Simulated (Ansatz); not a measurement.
# BN (model structure, started from the SiC type, P3m1, No. 156, 20 atoms in the cell): properties by level of theory

```json
[
 {"level (code)": "LDA (Ansatz)", "lattice constant a (Å)": "[?]", "c axis length (Å)": "20.753", "cohesive energy (eV/atom)": "8.05"},
 {"level (code)": "PBEsol (Ansatz)", "lattice constant a (Å)": "2.546", "c axis length (Å)": "20.896", "cohesive energy (eV/atom)": "[?]"},
 {"level (code)": "PBE-D3(BJ) (Ansatz)", "lattice constant a (Å)": "2.547", "c axis length (Å)": "20.899", "cohesive energy (eV/atom)": "7.14"}
]
```

What belongs in the gaps?


- LDA (Ansatz, a first-principles code), lattice constant a (Å): 2.528
- PBEsol (Ansatz), cohesive energy (eV/atom): 7.40

Ansatz's density-functional and Hartree–Fock values are scalar-relativistic unless marked +SOC, with PAW data made under PBE.

Free atoms are spin-polarised, in the lowest state found; at levels without +SOC their spin–orbit coupling is left out.

The computed numbers hold no vibrational or temperature effects.

A model structure was made by putting elements into a prototype or built by hand; it is no filed structure, need not be a known phase, and can be a saddle point held by its symmetry.
